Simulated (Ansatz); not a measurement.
# C11b WSi2

Level of theory: PBE-D3(BJ) (PAW; Ansatz, an electronic-structure program).

Numerical settings: plane-wave cutoff 520 eV, 28×28×28 k mesh, Fermi–Dirac smearing 0.045 eV (set by the program), no spin polarisation, scalar-relativistic PAW data made under PBE.

Cell (relaxed at this level):

```cif
data_Si2W
_chemical_formula_sum 'Si2 W1'
_space_group_name_H-M_alt 'P 1'
_space_group_IT_number 1
_cell_length_a 4.50568
_cell_length_b 4.50568
_cell_length_c 4.50568
_cell_angle_alpha 138.496
_cell_angle_beta 138.496
_cell_angle_gamma 60.144
loop_
_space_group_symop_operation_xyz
  'x, y, z'
loop_
_atom_site_label
_atom_site_type_symbol
_atom_site_fract_x
_atom_site_fract_y
_atom_site_fract_z
_atom_site_occupancy
Si1 Si 0.66591 0.66591 0.00000 1
Si2 Si 0.33409 0.33409 0.00000 1
W1 W 0.00000 0.00000 0.00000 1
```

| Property | Value |
|---|---|
| elastic constant C11 | 449 GPa |
| elastic constant C12 | 126 GPa |
| elastic constant C13 | 98.7 GPa |
| elastic constant C33 | 576 GPa |
| elastic constant C44 | 217 GPa |
| elastic constant C66 | 221 GPa |
| Voigt–Reuss–Hill bulk modulus | 235 GPa |
| Voigt–Reuss–Hill shear modulus (Hill average) | 206 GPa |
| Young modulus | 478 GPa |
| Poisson ratio | 0.160 |

Measured, for comparison: elastic constant C11 443 GPa, elastic constant C12 122 GPa, elastic constant C13 81 GPa, elastic constant C33 552 GPa, elastic constant C44 212 GPa, elastic constant C66 218 GPa (temperature not stated, not corrected to a static lattice; as tabulated in Friák et al. (2018), doi:10.3390/nano8121057). Computed (rounded) less measured: elastic constant C11 +1 %, elastic constant C12 +3 %, elastic constant C13 +22 %, elastic constant C33 +4 %, elastic constant C44 +2 %, elastic constant C66 +1 %. A static lattice is as a rule a little smaller and stiffer than an uncorrected measurement, which narrows the difference in the elastic constant C11, elastic constant C12, elastic constant C33, elastic constant C44, elastic constant C66 and would widen misses of the other sign.

Note: the dispersion coefficients are held fixed in the derivatives.

Elastic constants are with the ions relaxed.

Spin–orbit coupling is not included.
